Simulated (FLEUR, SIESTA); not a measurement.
A FLEUR input for a self-consistent single point of TlRh₃ (P6_3/mmc, 8 atoms in the cell) (DFT, PBEsol, all-electron FLAPW (FLEUR), scalar-relativistic valence with spin-orbit coupling in second variation):

Input of the input generator:

```
TlRh3 FLAPW
&input film=f /
10.7940587950 0.0000000318 0.0000000000
-5.3970294250 9.3479291105 0.0000000000
0.0000000000 0.0000000000 8.6384861362
1.0
1.0 1.0 1.0

8
81 0.6666666667 0.3333333333 0.2500000000
81 0.3333333333 0.6666666667 0.7500000000
45 0.3209400000 0.1604700000 0.7500000000
45 0.6790600000 0.8395300000 0.2500000000
45 0.1604700000 0.3209400000 0.2500000000
45 0.8395300000 0.6790600000 0.7500000000
45 0.8395300000 0.1604700000 0.7500000000
45 0.1604700000 0.8395300000 0.2500000000

&comp jspins=1 /
&exco xctyp='PBEs' /
&kpt div1=5 div2=5 div3=5 /
&soc 0.0 0.0 /
&end /
```

```xml
<?xml version="1.0" encoding="UTF-8" standalone="no"?>
<fleurInput fleurInputVersion="0.39">
   <comment>
      TlRh3 FLAPW                                                                                         
   </comment>
   <calculationSetup>
      <cutoffs Kmax="4.2" Gmax="14.7" GmaxXC="14.7" numbands="0"/>
      <scfLoop itmax="80" minDistance="0.00001" maxIterBroyd="99" imix="Anderson" alpha="0.05" precondParam="0.0" spinf="2.0"/>
      <coreElectrons ctail="T" frcor="F" kcrel="0" coretail_lmax="0"/>
      <xcFunctional name="PBEs" relativisticCorrections="F"/>
      <magnetism jspins="1"/>
      <soc l_soc="T" theta="0.0" phi="0.0" spav="F"/>
      <expertModes spex="0" secvar="F"/>
      <geometryOptimization l_f="F" forcealpha="1.0" forcemix="BFGS" epsdisp="0.00001" epsforce="0.00001"/>
      <ldaU l_linMix="F" mixParam="0.05" spinf="1.0"/>
   </calculationSetup>
   <cell>
      <bzIntegration valenceElectrons="116.0" mode="hist" fermiSmearingEnergy="0.00367493">
         <kPointListSelection listName="default-1"/>
         <!-- k-points included here -->
         <xi:include xmlns:xi="http://www.w3.org/2001/XInclude" href="kpts.xml"> </xi:include>
      </bzIntegration>
      <!-- symmetry operations included here -->
      <xi:include xmlns:xi="http://www.w3.org/2001/XInclude" href="sym.xml"> </xi:include>
      <bulkLattice scale="1.0">
         <bravaisMatrix>
            <row-1>   10.7940587949999998     0.0000000318000000     0.0000000000000000</row-1>
            <row-2>   -5.3970294250000004     9.3479291105000009     0.0000000000000000</row-2>
            <row-3>    0.0000000000000000     0.0000000000000000     8.6384861361999992</row-3>
         </bravaisMatrix>
      </bulkLattice>
   </cell>
   <atomSpecies>
      <species name="Thallium (Tl)" element="Tl" atomicNumber="81">
         <mtSphere radius="2.62" gridPoints="903" logIncrement="0.015"/>
         <atomicCutoffs lmax="10" lnonsphr="8"/>
         <electronConfig flipSpins="F">
            <coreConfig>(1s1/2) (2s1/2) (2p1/2) (2p3/2) (3s1/2) (3p1/2) (3p3/2) (4s1/2) (3d3/2) (3d5/2) (4p1/2) (4p3/2) (5s1/2) (4d3/2) (4d5/2) (4f5/2) (4f7/2) (5p1/2) (5p3/2)</coreConfig>
            <valenceConfig>(6s1/2) (5d3/2) (5d5/2) (6p1/2) (6p3/2)</valenceConfig>
            <stateOccupation state="(6p1/2)" spinUp="0.1666666666667" spinDown="0.1666666666667"/>
            <stateOccupation state="(6p3/2)" spinUp="0.3333333333333" spinDown="0.3333333333333"/>
         </electronConfig>
         <energyParameters s="6" p="6" d="6" f="5"/>
         <lo type="SCLO" l="2" n="5" eDeriv="0"/>
      </species>
      <species name="Rhodium (Rh)" element="Rh" atomicNumber="45">
         <mtSphere radius="2.42" gridPoints="837" logIncrement="0.015"/>
         <atomicCutoffs lmax="10" lnonsphr="8"/>
         <electronConfig flipSpins="F">
            <coreConfig>(1s1/2) (2s1/2) (2p1/2) (2p3/2) (3s1/2) (3p1/2) (3p3/2) (4s1/2) (3d3/2) (3d5/2)</coreConfig>
            <valenceConfig>(4p1/2) (4p3/2) (5s1/2) (4d3/2) (4d5/2)</valenceConfig>
            <stateOccupation state="(5s1/2)" spinUp="0.5" spinDown="0.5"/>
            <stateOccupation state="(4d3/2)" spinUp="1.6" spinDown="1.6"/>
            <stateOccupation state="(4d5/2)" spinUp="2.4" spinDown="2.4"/>
         </electronConfig>
         <energyParameters s="5" p="5" d="4" f="4"/>
         <lo type="SCLO" l="1" n="4" eDeriv="0"/>
      </species>
   </atomSpecies>
   <atomGroups>
      <atomGroup species="Thallium (Tl)">
         <relPos label="                   1">-1.000/3.000 1.000/3.000 1.000/4.000</relPos>
         <relPos label="                   2">1.000/3.000 -1.000/3.000 -1.000/4.000</relPos>
         <force calculate="T" relaxXYZ="TTT"/>
      </atomGroup>
      <atomGroup species="Rhodium (Rh)">
         <relPos label="                   3">.3209400000 .1604700000 -1.000/4.000</relPos>
         <relPos label="                   4">-.3209400000 -.1604700000 1.000/4.000</relPos>
         <relPos label="                   5">.1604700000 .3209400000 1.000/4.000</relPos>
         <relPos label="                   6">-.1604700000 -.3209400000 -1.000/4.000</relPos>
         <relPos label="                   7">-.1604700000 .1604700000 -1.000/4.000</relPos>
         <relPos label="                   8">.1604700000 -.1604700000 1.000/4.000</relPos>
         <force calculate="T" relaxXYZ="TTT"/>
      </atomGroup>
   </atomGroups>
   <output dos="F" band="F" slice="F">
      <checks vchk="F" cdinf="F"/>
      <bandDOS minEnergy="-.5*Htr" maxEnergy="0.5*Htr" sigma="0.015" storeEVData="T"/>
      <vacuumDOS vacdos="F" integ="F" star="F" nstars="0" locx1="0.0" locy1="0.0" locx2="0.0" locy2="0.0" nstm="0" tworkf="0.0"/>
      <unfoldingBand unfoldBand="F" supercellX="1" supercellY="1" supercellZ="1"/>
      <plotting iplot="0" polar="F">
         <plot TwoD="T" vec1="  1.0  0.0  0.0" vec2="  0.0  1.0  0.0" vec3="  0.0  0.0  1.0" zero="  0.0  0.0  0.0" file="plot"/>
      </plotting>
      <chargeDensitySlicing numkpt="0" minEigenval="0.0" maxEigenval="0.0" nnne="0" pallst="F"/>
      <specialOutput eonly="F"/>
      <magneticCircularDichroism mcd="F" energyLo="-10.0" energyUp="0.0"/>
   </output>
  <!-- We include the file relax.xml here to enable relaxations (see documentation) -->
  <xi:include xmlns:xi="http://www.w3.org/2001/XInclude" href="relax.xml"> <xi:fallback/> </xi:include>
</fleurInput>
```

### Question
Translate this input to SIESTA.

### Answer
This is the input that was run; spellings and numerical settings could be chosen otherwise.

```
# files in the folder: Tl.psml Rh.psml (PseudoDojo PBEsol fully relativistic)
SystemName  TlRh3
SystemLabel siesta

NumberOfAtoms                8
NumberOfSpecies              2
%block ChemicalSpeciesLabel
  1 81 Tl
  2 45 Rh
%endblock ChemicalSpeciesLabel
LatticeConstant              5.711970 Ang
%block LatticeVectors
     1.000000000    0.000000000    0.000000000
    -0.500000000    0.866025382    0.000000000
     0.000000000    0.000000000    0.800300072
%endblock LatticeVectors
AtomicCoordinatesFormat      Ang
%block AtomicCoordinatesAndAtomicSpecies
     2.855987856    1.648902018    1.142822500  1
    -0.000002856    3.297808982    3.428467500  1
     1.374899739    0.793798714    3.428467500  2
     1.481085261    4.152912286    1.142822500  2
    -0.000000000    1.587597428    1.142822500  2
     2.855985000    3.359113572    3.428467500  2
     4.337070261    0.793798714    3.428467500  2
    -1.481085261    4.152912286    1.142822500  2
%endblock AtomicCoordinatesAndAtomicSpecies

XC.functional                GGA
XC.authors                   PBEsol
PAO.BasisSize                TZP
PAO.EnergyShift              0.01 Ry
MeshCutoff                   300 Ry
%block kgrid.MonkhorstPack
    5   0   0  0.0
    0   5   0  0.0
    0   0   5  0.0
%endblock kgrid.MonkhorstPack
OccupationFunction           FD
ElectronicTemperature        100.0 meV
Spin                         spin-orbit
%block DM.InitSpin
  1 0.00 0.00 0.00
  2 0.00 0.00 0.00
  3 0.00 0.00 0.00
  4 0.00 0.00 0.00
  5 0.00 0.00 0.00
  6 0.00 0.00 0.00
  7 0.00 0.00 0.00
  8 0.00 0.00 0.00
%endblock DM.InitSpin

MaxSCFIterations             150
SCF.Mixer.Method             Pulay
SCF.Mixer.Weight             0.25
SCF.Mixer.History            6
SCF.DM.Tolerance             1.0E-04
Diag.ParallelOverK           true
WriteForces                  true
```

Basis settings and potentials, where a program has them, do not carry over. This input uses DFT, GGA PBEsol with spin-orbit coupling, numerical atomic orbitals TZP, PseudoDojo PBEsol fully relativistic norm-conserving potentials (rewritten from UPF to PSML).

The starting cell comes from a database of computed structures (which also holds hypothetical and non-ambient phases and stackings), without a prior relaxation at this level.
